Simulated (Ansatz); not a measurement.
Consider Mo in the bcc (W type) structure (space group Im-3m, No. 229; a = 3.1510 Å; relaxed with 0.1 eV smearing). Axes: x, y, z lie along the cube axes.

Structures relaxed with Ansatz (an electronic-structure program), r2SCAN, PAW, cutoff 500 eV, scalar-relativistic without spin-orbit coupling.

Base:

Simulated powder pattern, Cu Kα1, λ = 1.54056 Å (kinematic, ideal powder, no thermal factors, no anomalous dispersion; the 10 strongest lines at most, above 2 %, up to 2θ = 90°):

```csv
2θ (°),I/Imax (%),hkl
40.45,100,(110)
58.54,16,(200)
73.57,33,(211)
87.49,11,(220)
```

It is then changed as follows: biaxial strain +0.50 %, plane normal [001], relaxed out of plane (Cartesian); in-plane vectors clamped, the third vector and the atoms free.

After the change:

Simulated powder pattern, Cu Kα1, λ = 1.54056 Å (kinematic, ideal powder, no thermal factors, no anomalous dispersion; the 10 strongest lines at most, above 2 %, up to 2θ = 90°):

```json
[
 {"2θ (°)": "40.24", "d (Å)": "2.239", "I/Imax (%)": "51", "hkl": "(110)"},
 {"2θ (°)": "40.42", "d (Å)": "2.230", "I/Imax (%)": "100", "hkl": "(101)"},
 {"2θ (°)": "58.22", "d (Å)": "1.583", "I/Imax (%)": "17", "hkl": "(200)"},
 {"2θ (°)": "58.75", "d (Å)": "1.570", "I/Imax (%)": "8.0", "hkl": "(002)"},
 {"2θ (°)": "73.26", "d (Å)": "1.291", "I/Imax (%)": "33", "hkl": "(211)"},
 {"2θ (°)": "73.61", "d (Å)": "1.286", "I/Imax (%)": "16", "hkl": "(112)"},
 {"2θ (°)": "86.94", "d (Å)": "1.120", "I/Imax (%)": "5.5", "hkl": "(220)"},
 {"2θ (°)": "87.40", "d (Å)": "1.115", "I/Imax (%)": "11", "hkl": "(202)"}
]
```

The indices refer to the base's conventional cell; one index is shown for lines that coincide. The space group is now I4/mmm (No. 139).

No phonon test of stability was made. All final runs are without spin polarisation.
